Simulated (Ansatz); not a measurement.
End structure of a constructed model of the (000-1) surface of 4H silicon carbide, C-terminated, (√3x√3)R30° Si adatom at H3 (bottom of the slab: 3 H on 3 bottom sites):

```yaml
crystal:
  lattice:
    - [4.64113, 2.67956, 0.00000]
    - [-4.64113, 2.67956, 0.00000]
    - [0.00000, 0.00000, 27.00000]
  atoms:
    - { symbol: Si, position: [0.00000, 0.33333, 0.35854] }
    - { symbol: Si, position: [0.33333, 0.00000, 0.35854] }
    - { symbol: Si, position: [0.66667, 0.66667, 0.35854] }
    - { symbol: C, position: [0.00000, 0.00000, 0.38202] }
    - { symbol: C, position: [0.33333, 0.66667, 0.38202] }
    - { symbol: C, position: [0.66667, 0.33333, 0.38202] }
    - { symbol: Si, position: [0.00000, 0.99943, 0.45217] }
    - { symbol: Si, position: [0.33277, 0.66667, 0.45217] }
    - { symbol: Si, position: [0.66723, 0.33390, 0.45217] }
    - { symbol: C, position: [0.00000, 0.66667, 0.47634] }
    - { symbol: C, position: [0.33333, 0.33333, 0.47507] }
    - { symbol: C, position: [0.66667, 0.00000, 0.47507] }
    - { symbol: Si, position: [0.00000, 0.66667, 0.54742] }
    - { symbol: Si, position: [0.33333, 0.33333, 0.54524] }
    - { symbol: Si, position: [0.66667, 0.00000, 0.54524] }
    - { symbol: C, position: [0.00000, 0.00574, 0.56942] }
    - { symbol: C, position: [0.33908, 0.66667, 0.56942] }
    - { symbol: C, position: [0.66092, 0.32759, 0.56942] }
    - { symbol: Si, position: [0.00000, 0.01566, 0.63993] }
    - { symbol: Si, position: [0.34899, 0.66667, 0.63993] }
    - { symbol: Si, position: [0.65101, 0.31767, 0.63993] }
    - { symbol: C, position: [0.00000, 0.35286, 0.66309] }
    - { symbol: C, position: [0.31381, 0.98047, 0.66309] }
    - { symbol: C, position: [0.68619, 0.66667, 0.66309] }
    - { symbol: H, position: [0.00000, 0.33260, 0.30298] }
    - { symbol: H, position: [0.33406, 0.00073, 0.30298] }
    - { symbol: H, position: [0.66594, 0.66667, 0.30298] }
    - { symbol: Si, position: [0.00000, 0.66667, 0.70536] }
```

Slab: 28 atoms, 10.6 Å thick at the start with caps and adatoms (thin: gaps and levels are the slab's own); k 6x6x1, smearing 0.025 eV, dipole-corrected; single point; on the structure that PBE left under its start's symmetry; spin-polarised, ending with about 1.0 μB a cell; orders that need a larger cell were not tried, no spin-orbit, no U. The program's check for a lower electronic state was not made. In PBE it is, or lies within 0.01 eV a 1x1 cell of, the lowest of the 2 structures of its composition computed so far; subsurface sites and larger cells were not tried.

Q: Give the gap of the slab on its k-mesh at the level r2SCAN, at the PBE geometry and the start's symmetry run with Ansatz (a program for electronic structure).

A: 1.15 eV

Q: Estimate the highest filled level below the top vacuum level that r2SCAN, at the PBE geometry and the start's symmetry returns for this input.

A: 5.25 eV
